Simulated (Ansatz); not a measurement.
Mo3Se4: response to strain

Base system: Mo₃Se₄ (space group R-3, No. 148; a = 9.466 Å, c = 11.181 Å (hexagonal axes)). Axes: x lies along a and z along c of the hexagonal cell.

Strains are applied to the cell and any free atomic positions relax; under biaxial strain the out-of-plane vector relaxes too.

The values are results of Ansatz (a program for electronic structure) PBEsol, without spin-orbit coupling, not measurements.

Notes on the quantities. energy relative to the base: free energy F; pressure: mean of the normal stresses, compression positive.

```tsv
case	largest internal atomic displacement	energy relative to the base	pressure
base	–	0 meV/atom	0.0 GPa
biaxial strain +0.72 %, plane normal [001], relaxed out of plane	–	+0.5 meV/atom	-0.4 GPa
isotropic strain +4.89 %	0.205 Å	+47 meV/atom	-3.7 GPa
uniaxial strain ε_xx = −4.27 %	0.105 Å	+11 meV/atom	3.0 GPa
uniaxial strain ε_xx = −1.97 %	0.049 Å	+2.2 meV/atom	1.2 GPa
```

Stability against distortions was not tested. The final runs are not spin-polarised.
